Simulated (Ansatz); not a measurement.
# Pressure series in AlN

Base system: AlN in the rock salt structure (space group Fm-3m, No. 225; a = 4.0452 Å; a model cell, its experimental status unchecked).

Cell and atoms are relaxed at each pressure.

Computed with plane-wave PAW DFT at the PBEsol level (Ansatz, a quantum-chemistry and plane-wave program, 420 eV), without spin-orbit coupling.

Two rows of this table had their results exchanged by mistake.

| pressure | volume per atom (Å³) | shortest distance (Å) | band gap |
|---|---|---|---|
| pressure −2 GPa | 8.34 | 2.028 | 4.47 eV |
| pressure −1 GPa | 8.31 | 2.025 | 4.51 eV |
| pressure 0.3 GPa | 8.27 | 2.022 | 4.56 eV |
| pressure 0.7 GPa | 7.99 | 1.999 | 4.89 eV |
| pressure 1.5 GPa | 8.23 | 2.019 | 4.60 eV |
| pressure 3 GPa | 8.18 | 2.015 | 4.65 eV |
| pressure 5 GPa | 8.12 | 2.010 | 4.72 eV |
| pressure 7.5 GPa | 8.05 | 2.004 | 4.81 eV |
| pressure 10 GPa | 8.25 | 2.021 | 4.57 eV |

Q: Which two?

A: The rows for pressure 0.7 GPa and pressure 10 GPa: the volume has to fall steadily with pressure, so 8.25 Å³ belongs to pressure 0.7 GPa and 7.99 Å³ to pressure 10 GPa.

Load acts through the strain it causes; cell and atoms are relaxed under it. Stability against distortions was not tested. Competing high-pressure phases were not computed. The base started in Pnma and relaxed to Fm-3m at this level. This is not the structure that AlN has at room temperature and ambient pressure.
